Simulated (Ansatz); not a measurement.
System: WC (model structure, F-43m, No. 216, 2 atoms in the cell). Method: PBEsol in Ansatz (plane waves, PAW).

Numerical settings: plane-wave cutoff 520 eV, 20×20×20 k mesh, Fermi–Dirac smearing 0.05 eV, no spin polarisation, scalar-relativistic PAW data made under PBE.

Cell (relaxed at this level):

```yaml
crystal:
  lattice:
    - [0.00000, 2.33044, 2.33044]
    - [2.33044, 0.00000, 2.33044]
    - [2.33044, 2.33044, 0.00000]
  atoms:
    - { symbol: W, position: [0.00000, 0.00000, 0.00000] }
    - { symbol: C, position: [0.25000, 0.25000, 0.25000] }
```

### Question
What does this level give for the bulk modulus?

### Answer

- bulk modulus: 279 GPa

Note: the run has no spin polarisation, so it can have missed a magnetic state; the bulk modulus is −V dP/dV from two relaxed cells at ±2 % in volume; the relaxation could raise the start's symmetry but not lower it, so the cell can be a saddle point.

Spin–orbit coupling is not included; it can open a gap where bands touch, and shift volumes and moduli.

The computed numbers hold no vibrational or temperature effects.

A model structure was made by putting elements into a prototype or built by hand; it is no filed structure, need not be a known phase, and can be a saddle point held by its symmetry.

Ansatz is an electronic-structure program.
